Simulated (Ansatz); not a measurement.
## NiAs-type NiSb: elastic constant C33 by level of theory

No measured value is used here.

```
level (code)     value (GPa)  cell (Å³/atom)
---------------  -----------  --------------
LDA (Ansatz)             220           16.38
PBE (Ansatz)             177           17.65
PBEsol (Ansatz)          205           16.83
```

The crystal itself was run without spin with LDA, PBE, PBEsol; a magnetic state was not tried in these runs. Each level is taken at its own relaxed cell. Ansatz's density-functional and Hartree–Fock values are scalar-relativistic unless marked +SOC, with PAW data made under PBE.

Ansatz is an electronic-structure program.
